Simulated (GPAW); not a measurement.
## Equation of state of bcc Nb (space group 229): energy against volume (GPAW, PBE)

```
CELL_PARAMETERS angstrom
     -1.62066     1.62066     1.62066
      1.62066    -1.62066     1.62066
      1.62066     1.62066    -1.62066
ATOMIC_POSITIONS crystal
  Nb 0.00000 0.00000 0.00000
```

Method of the run: PBE, GPAW PAW datasets PBE (gpaw-data 1.0.1) (plane waves; GPAW 25.7.0). Settings: mode = pw; ecut = 585 eV; xc = PBE; kpts = 25 25 25; mesh shift (steps) = 0 0 0; occupations.name = fermi-dirac; occupations.width = 0.05 eV; nbands = -9; convergence.density = 1e-05 e/electron; symmetry.symmorphic = false; symmetry.tolerance = 0.0005; maxiter = 100. The cell above is the first row's. The rows scale it uniformly. In all rows the k mesh is held. E is the free energy at the stated smearing, counted from the lowest row.

```
V (Å^3/atom)  E (meV/atom)
------------  ------------
17.027                   ?
17.397               13.97
17.767                2.65
18.137                0.00
18.508                5.20
18.878               17.69
19.248               36.74
19.618               61.74
19.988               92.15
```

The 8 complete rows are fitted with the third-order Birch-Murnaghan form, a cubic in V^(-2/3), E against V. With u = V^(-2/3) - 0.142, the rows have u = 0.006942, 0.004867, 0.002863, 0.000920, -0.000953, -0.002767, -0.004523, -0.006225. Least squares gives E = 10.452 - 6615.61·u + 1036592·u² - 1497614·u³. Residuals (row less fit): -0.010, 0.014, 0.027, -0.042, -0.009, 0.014, 0.021, -0.014; standard error 0.030 (degrees of freedom: 4). Its minimum lies at u = 0.003213, so V0 = (0.145213)^(-3/2) = 18.07. There d²E/du² = 2044000 and d³E/du³ = -8986000, so B0 = (4/9) × 18.07^(-7/3) × 2044000 × 0.160218 = 170 GPa (the last factor turns the table's units into GPa), and B0' = 4 + (2/3) × 0.145213 × (-8986000)/2044000 = 3.6. The program's pressures in the fitted runs (not shown) pass through zero at V = 18.06, 0.04 % from this V0.

Q: What does the fit predict for E at V = 17.027, and how far is the calculated value from it?

A: u = 0.009092, so E = 10.452 - 6615.61 × 0.009092 + 1036592 × 0.009092² - 1497614 × 0.009092³ = 34.867 meV/atom. The calculation gives 34.81 meV/atom, 0.057 meV/atom below the prediction (0.1 % of the range of E in the table). The row lies outside the fitted rows, so this is an extrapolation. From the scatter of the fitted rows alone, a prediction at this place has a standard error of 0.090 meV/atom, so the miss is 0.6 times that.

Carrying the step between the two nearest rows on in a straight line would have given 25.29, off by 9.52; series whose last step already gives the withheld value aren't shown. The scan was laid around a cell of about the measured size, scaled by a guess for this functional. Spin polarisation is off. Cutoffs and mesh are single choices, not tested for convergence of this quantity. Series with a scatter that would blur these digits, or in which a gap closes, are not shown. Nor are scans whose minimum lies at an end fitted in this form.
